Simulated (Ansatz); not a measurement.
The parent structure is Ta in the bcc (W type) structure (space group Im-3m, No. 229; a = 3.2820 Å). Axes: x, y, z lie along the cube axes.

Method: PBEsol in Ansatz (plane waves to 420 eV, PAW, no spin-orbit coupling).

Strains are applied to the cell and any free atomic positions relax.

One change was made to it. Results:

The pressure goes from zero to -15.3 GPa; the energy increases by 81 meV/atom.

Task: Which of these changes matches the shifts?
(A) isotropic strain +3.24 %
(B) isotropic strain +2.91 %
(C) tensor shear ε_yz = −2.94 %

Result: B, isotropic strain +2.91 %. For comparison, the energy relative to the base in the other runs: isotropic strain +3.24 % gives +100 meV/atom; tensor shear ε_yz = −2.94 % gives +15 meV/atom.

Without a gap, meshes like the base's 20×20×20 leave anisotropic stresses uncertain by several tenths of a GPa, and small strain energies with them. No phonon test of stability was made. The final runs are not spin-polarised.

Ansatz is a program for electronic structure.
